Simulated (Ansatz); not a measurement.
rock-salt ZrN (0 0 1) on zinc-blende InAs (0 0 1) (film strained to the substrate, started from cuts of the bulks and a machine-learned relaxation)

A periodic stack without vacuum, rock-salt ZrN (0 0 1) on zinc-blende InAs (0 0 1) (film strained to the substrate, started from cuts of the bulks and a machine-learned relaxation): substrate slab As6In5, film N8Zr8, surface cells [[1, 0], [1, 1]] and [[0, -1], [2, 1]], film strained by -4.8 and -4.8 %, outermost planes As/As and NZr/NZr as cut, which need not be the usual terminations and can put a slab off its formula.

The start was prepared with a machine-learned potential, and the result is one local minimum, with the in-plane cell held and forces under 0.04 eV/Å; the film can end far from its bulk form.

Method: PBE (plane waves to 420 eV, PAW; Ansatz, a first-principles code). Scalar-relativistic, without spin–orbit coupling; the runs are not spin-polarised; PBE gaps are too small against experiment. Its k-point mesh 7×7×1, Fermi–Dirac width 0.05 eV.

interface area: 19.1 Å²
period: 27.73 Å
gaps between the outermost planes at the two interfaces: 1.96 and 1.98 Å
As–Zr contacts across the interfaces within 1.22 times the sum of covalent radii: 6, mean 2.98 Å

```
CELL_PARAMETERS angstrom
      4.37384    -0.00006    -0.03340
      0.00002     4.37395    -0.00015
     -0.57808    -1.45781    27.73465
ATOMIC_POSITIONS crystal
  As 0.92834 0.51011 0.15899
  As 0.40820 0.94523 0.04474
  As 0.96907 0.58067 0.38225
  As 0.44911 0.04278 0.27065
  As 0.99021 0.65462 0.60783
  As 0.49388 0.11800 0.49390
  In 0.93898 0.02950 0.21488
  In 0.41821 0.45129 0.10367
  In 0.98437 0.09930 0.43807
  In 0.45881 0.56125 0.32647
  In 0.46751 0.63649 0.54935
  N  0.85948 0.21274 0.78494
  N  0.35780 0.71193 0.78129
  N  0.35269 0.18475 0.69847
  N  0.83834 0.68623 0.70478
  N  0.89123 0.27889 0.95519
  N  0.39056 0.75937 0.94797
  N  0.37519 0.24067 0.87236
  N  0.87562 0.74170 0.87060
  Zr 0.36069 0.21283 0.78580
  Zr 0.85773 0.71277 0.78310
  Zr 0.85770 0.17815 0.67849
  Zr 0.34211 0.68488 0.69957
  Zr 0.39127 0.26805 0.95470
  Zr 0.89460 0.79023 0.97344
  Zr 0.87561 0.24226 0.87093
  Zr 0.37444 0.73901 0.86871
```
